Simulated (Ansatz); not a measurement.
K2TaCl6 (Fm-3m, No. 225, 9 atoms in the cell; start COD 2203977) was calculated with PBEsol (Ansatz, a program for electronic structure, PAW).

Numerical settings: plane-wave cutoff 520 eV, 10×10×10 k mesh, Fermi–Dirac smearing 0.05 eV, scalar-relativistic PAW data made under PBE.

Cell (relaxed at this level):

```cif
data_Cl6K2Ta
_chemical_formula_sum 'Ta1 K2 Cl6'
_space_group_name_H-M_alt 'P 1'
_space_group_IT_number 1
_cell_length_a 6.92907
_cell_length_b 6.92907
_cell_length_c 6.92907
_cell_angle_alpha 60.000
_cell_angle_beta 60.000
_cell_angle_gamma 60.000
loop_
_space_group_symop_operation_xyz
  'x, y, z'
loop_
_atom_site_label
_atom_site_type_symbol
_atom_site_fract_x
_atom_site_fract_y
_atom_site_fract_z
_atom_site_occupancy
Ta1 Ta 0.00000 0.00000 0.00000 1
K1 K 0.25000 0.25000 0.25000 1
K2 K 0.75000 0.75000 0.75000 1
Cl1 Cl 0.24399 0.24399 0.75601 1
Cl2 Cl 0.75601 0.75601 0.24399 1
Cl3 Cl 0.24399 0.75601 0.75601 1
Cl4 Cl 0.75601 0.24399 0.24399 1
Cl5 Cl 0.24399 0.75601 0.24399 1
Cl6 Cl 0.75601 0.24399 0.75601 1
```

Question: What does this level give for the bulk modulus B0?

Answer: 
- bulk modulus B0: 15.4 GPa

The run finds no gap.

Note: the bulk modulus is −V dP/dV from two relaxed cells at ±2 % in volume; the relaxation could not lower the start's symmetry, so the cell can be a saddle point above a distorted one.

Spin–orbit coupling is not included; it can open a gap where bands touch, and shift volumes and moduli.

Computed values are for the static lattice.

Cost on a shared machine: very roughly 4 core-minutes.
